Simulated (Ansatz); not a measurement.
# SiO2: band gap against strain

SiO2 (rutile, P4_2/mnm, 7.854 Å³/atom at rest, c along z) under an equal strain ε in the (001) plane with the normal axis free, as in a coherent film. PBEsol in Ansatz, a plane-wave DFT program (PAW, default set), 420 eV, 8×8×12 Γ-centred mesh, Fermi-Dirac smearing 0.05 eV; ions are relaxed within the symmetry of each cell. Gaps are the smallest over the k-mesh and a band path, without spin-orbit coupling; in all rows the valence edge lies at Γ and the conduction edge at Γ.

Here s stands for strain and Eg for gap.

```csv
strain (%),gap (eV)
-3.00,?
-1.80,5.667
-1.20,5.560
-0.60,5.456
0.00,5.354
```

Problem. Fit Eg against s with a straight line, and predict the withheld value at s = -3.00.

Solution. Means: s -0.90000, Eg 5.5092. About the means, the sum of products is -0.31290 and the sum of squares of s is 1.8000; the slope is their ratio. Least squares gives Eg = 5.3528 - 0.17383·s. Residuals (row less fit): 0.0013, -0.0014, -0.0011, 0.0012; standard error 0.0018 (degrees of freedom: 2). Over these rows the gap moves by -17 ± 0.1 eV per unit strain. At the withheld row, Eg = 5.3528 - 0.17383 × (-3.0) = 5.8743 eV. The calculation gives 5.886 eV, 0.0117 eV above the prediction (2.2 % of the range of Eg in the table). The row lies outside the fitted rows, so this is an extrapolation. From the scatter of the fitted rows alone, a prediction at this place has a standard error of 0.0034 eV, so the miss is 3.4 times that.

One order more, fitted to all 6 runs of the series, follows each within 0.001, so the miss is the next term of a smooth law. SiO2 is here stishovite, a high-pressure form. Rows are the converged runs of the series near zero and its far end; series whose fitted rows scatter by over a few per cent of the range, as at a crossing or softening among them, aren't shown in this form. Most that stay on the fit to the last digits aren't either.
